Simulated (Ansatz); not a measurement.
The starting structures come from a database of crystals and need not be the phases stable at ambient conditions.

Given:

```yaml
crystal:
  lattice:
    - [5.81924, 0.00000, 0.00000]
    - [-1.84177, 7.31649, 0.00000]
    - [1.67745, 1.64068, 5.16366]
  atoms:
    - { symbol: Ca, position: [0.82327, 0.77818, 0.84240] }
    - { symbol: Ca, position: [0.17673, 0.22182, 0.15760] }
    - { symbol: Zr, position: [0.50000, 0.50000, 0.50000] }
    - { symbol: Zr, position: [0.50000, 0.00000, 0.50000] }
    - { symbol: Ge, position: [0.82451, 0.25052, 0.81630] }
    - { symbol: Ge, position: [0.17549, 0.74948, 0.18370] }
    - { symbol: O, position: [0.42418, 0.25029, 0.40186] }
    - { symbol: O, position: [0.57582, 0.74971, 0.59814] }
    - { symbol: O, position: [0.75371, 0.06585, 0.10695] }
    - { symbol: O, position: [0.24629, 0.93415, 0.89305] }
    - { symbol: O, position: [0.12336, 0.40431, 0.77928] }
    - { symbol: O, position: [0.87664, 0.59569, 0.22072] }
    - { symbol: O, position: [0.39330, 0.62197, 0.18504] }
    - { symbol: O, position: [0.60670, 0.37803, 0.81496] }
    - { symbol: O, position: [0.16543, 0.87288, 0.42082] }
    - { symbol: O, position: [0.83457, 0.12712, 0.57918] }
```

Space group of this cell: P-1. The cell is taken as given; by PBEsol its mean pressure is -5.6 GPa.

Transport runs along the normal of the first two printed cell vectors.

No gap correction and no spin-orbit coupling; mid-gap values are interpolated between computed energies.

Question: Estimate the band gap and the smallest decay constant κ at mid-gap that PBEsol run with Ansatz (a program for electronic structure) returns for this system.

Answer: Gap 3.65 eV on a 6×6×6 mesh; κ = 0.322 1/Å, at the zone centre.
